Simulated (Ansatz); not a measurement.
For WSi (model structure, started from the NiAs type, P6₃/mmc, No. 194, 4 atoms in the cell), PBE in Ansatz (PAW) gives:

- lattice parameter a = 3.135 Å
- c axis length = 7.051 Å

Task: What does PBE-D3(BJ) (PAW; Ansatz, a quantum-chemistry and plane-wave program) give for the same quantities?

Result: 
- lattice constant a: 3.095 Å (drops by 1.3 %)
- lattice parameter c: 7.028 Å (drops by 0.3 %)

Changes are worked out from the printed values.

Unless a cell is named, each level is at its own relaxed cell (PBE 15.00, PBE-D3(BJ) 14.57 Å³/atom).

Levels without +SOC leave out spin–orbit coupling, which shifts energies and cells of such heavy elements.

Ansatz's density-functional and Hartree–Fock values are scalar-relativistic unless marked +SOC, with PAW data made under PBE.

A model structure was made by putting elements into a prototype or built by hand; it is no filed structure, need not be a known phase, and can be a saddle point held by its symmetry.
